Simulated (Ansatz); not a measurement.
Defect calculation: Mg_Si in metastable 2H silicon carbide

These are PBE, PAW (plane waves to 420 eV; Ansatz, an electronic-structure program) values and carry that method's errors. The supercell holds 96 host sites (3×2×2 repeats of the unit cell), with a 2×2×2 shifted k-point sampling for the final energies. Site at the start: the Si site. Finite-size and sampling errors can reach tenths of an eV here. Levels are measured in PBE's own, too narrow, gap. Spin–orbit coupling is left out. Each state is the lowest found from its start.

Formation energies E_f are those of the neutral cell. Chemical conditions: C-rich (Δμ(Si) = -0.40 eV, Δμ(Mg) = -0.037 eV, bounded by antifluorite Mg2Si; only phases computed here count, gases as isolated molecules at 0 K); Si-rich (Δμ(Si) = 0.00 eV, Δμ(Mg) = -0.24 eV, bounded by antifluorite Mg2Si; only phases computed here count, gases as isolated molecules at 0 K). Reference phases: Mg: hcp Mg, Si: silicon.

```csv
charge,moment (μB),largest move off a lattice site (Å),"E_f, C-rich (eV)","E_f, Si-rich (eV)",above the lowest spin state (eV)
+1,1.0,0.24,–,–,0.00
0,"0 in all, 0.17 on one atom",0.24,3.96,4.56,0.00
0,not spin-polarised,0.24,3.98,4.58,0.02
−1,1.0,0.23,–,–,0.00
−2,not spin-polarised,0.21,–,–,0.00
```

Starting moments that weren't kept: charge 0 began with 2 μB and ended with 0.0.
